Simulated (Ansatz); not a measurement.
Ansatz (a program for electronic structure) run on a (110) slab of CoAl (cut from a parent of space group no. 221; 10 atoms in the cell): self-consistent single point.

Computed with PBEsol, default PAW files made with PBE (plane waves; Ansatz).

```xyz
10
Lattice="2.8514 0.0000 0.0000 0.0000 4.0325 0.0000 0.0000 0.0000 22.0650" Properties=species:S:1:pos:R:3 pbc="T T T"
Al     1.4257     1.0081     7.0000
Co     0.0000     3.0244     7.0000
Al     1.4257     3.0244     9.0162
Co     0.0000     1.0081     9.0162
Al     1.4257     1.0081    11.0325
Co     0.0000     3.0244    11.0325
Al     1.4257     3.0244    13.0487
Co     0.0000     1.0081    13.0487
Al     1.4257     1.0081    15.0650
Co     0.0000     3.0244    15.0650
```

Reference input (self-consistent single point, DFT, PBEsol, plane waves, default PAW files made with PBE): basis.ecutwfc = 30.9 Ry; kpoints.mp_grid.grid = 9 7 1; hamiltonian.xc = pbesol; hamiltonian.pseudopotentials = {kind: paw} (the program's default PAW files); scf.occupations.method = gaussian; scf.occupations.width = 0.0073 Ry. This run's input differs from it in these lines:

Ansatz 0.2 input:
```diff
@@ -21,3 +21,3 @@
   mp_grid:
-    grid: [9, 7, 1]
+    grid: [25, 18, 1]
 hamiltonian:
```

Log, with long lists cut:

```
SCF iter   1: F=—  HF=-28090.226413 eV  |F-HF|=—  |Δ(HF+E_count)|=         —  Δρ=1.68e-2  dr2=4.38e-1  ethr=1.77e-3  ⟨swp⟩=10.0  Hψ=37657  notcnv=0  defer=10
all-band conjugate gradients solve this SCF's bands
preconditioner: auto → LDOS
SCF iter   2: F=—  HF=-28090.443532 eV  |F-HF|=—  |Δ(HF+E_count)|=   2.17e-1  Δρ=3.75e-2  dr2=2.29e0  ethr=4.38e-4  ⟨swp⟩=2.3  Hψ=16453  notcnv=0  defer=436  recentre
   [... lines left out ...]
SCF iter   8: F=—  HF=-28090.181892 eV  |F-HF|=—  |Δ(HF+E_count)|=   8.90e-6  Δρ=4.55e-5  dr2=3.93e-6  ethr=6.78e-8  ⟨swp⟩=2.0  Hψ=9728  notcnv=0  defer=428
SCF iter   9: F=—  HF=-28090.181900 eV  |F-HF|=—  |Δ(HF+E_count)|=   8.01e-6  Δρ=7.36e-5  dr2=7.19e-6  ethr=3.93e-9  ⟨swp⟩=2.5  Hψ=14739  notcnv=0  defer=428
SCF iter  10: F=—  HF=-28090.181899 eV  |F-HF|=—  |Δ(HF+E_count)|=   1.01e-6  Δρ=1.56e-5  dr2=5.57e-7  ethr=3.93e-9  ⟨swp⟩=2.4  Hψ=14091  notcnv=0  defer=428
SCF iter  11: F=-28090.181899 eV  HF=-28090.181899 eV  |F-HF|=2.33e-8  |Δ(HF+E_count)|=   2.37e-8  Δρ=3.59e-6  dr2=5.80e-8  ethr=1.00e-10  ⟨swp⟩=13.3  Hψ=43188  notcnv=0
SCF 1 converged in 11 iterations: F = -28090.181899 eV  dr2 = 5.80e-8
Free energy (F): -28090.181899 eV
Internal energy: -28090.146525 eV  (E = F + TS)
E sigma→0 (E₀):  -28090.164212 eV
Entropy (-TS):   -0.035374 eV (-3.537 meV/atom)
Fermi energy:    3.804839 eV
--- Forces (eV/Å), atoms counted from 1 ---
  atom   1  Al     0.00000000    -0.00000000    -0.46517904
  atom   2  Co     0.00000000     0.00000000     0.91511262
  atom   3  Al     0.00000000    -0.00000000    -0.37039491
  atom   4  Co     0.00000000     0.00000000     0.33915875
  atom   5  Al     0.00000000     0.00000000     0.00000000
  atom   6  Co     0.00000000     0.00000000     0.00000000
  atom   7  Al     0.00000000     0.00000000     0.37039491
  atom   8  Co     0.00000000    -0.00000000    -0.33915875
  atom   9  Al     0.00000000     0.00000000     0.46517904
  atom  10  Co     0.00000000    -0.00000000    -0.91511262
--- Stress (GPa, compression-positive) ---
       -5.492188       0.000000      -0.000000
        0.000000      -4.237565      -0.000000
       -0.000000      -0.000000      -2.211579
  P = ⅓ Tr σ = -3.9804 GPa (-39.804 kbar)
  The stress holds the Pulay correction. Without it, at fixed plane waves, as pw.x and ABINIT print it: P = -4.0312 GPa
```

The run converged in 11 iterations. Against the reference run the free energy stays essentially unchanged (within 1 meV/atom) and the largest force goes from 0.879 to 0.915 eV/Å.

The starting cell has typed, rounded lattice constants, without a prior relaxation at this level. The slab is cut from that crystal, and its faces are unrelaxed. Its lattice was rescaled by up to half a per cent. Spin polarisation is off.

Cost on one core of a shared machine: roughly 90 s.
